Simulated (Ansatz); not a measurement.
Coverage and cell size: H on the 1x1 (110) surface of bcc Mo, one adsorbate a cell, in each cell the lowest of the starts that converged. Energies against ½ H2(g), without dispersion, zero-point or thermal terms; small cells hold the layer to their symmetry. A negative adsorption energy means that the adsorbate is more stable on the surface than in its reference.

Computed with PBE (plane waves to 420 eV, PAW; Ansatz, an electronic-structure program).

```csv
"area an adsorbate, end state",atoms,E_ads (eV),height (Å),Δ work function (eV),rough cost
"7 Å², bonded to 3 Mo",5,-0.73,1.08,0.02,around 110 core-seconds (rough)
"14 Å², bonded to 3 Mo",9,-0.75,1.07,0.03,about 4 core-minutes (a rough figure)
"28 Å², bonded to 3 Mo",17,-0.75,1.09,0.00,roughly 7 core-minutes
```
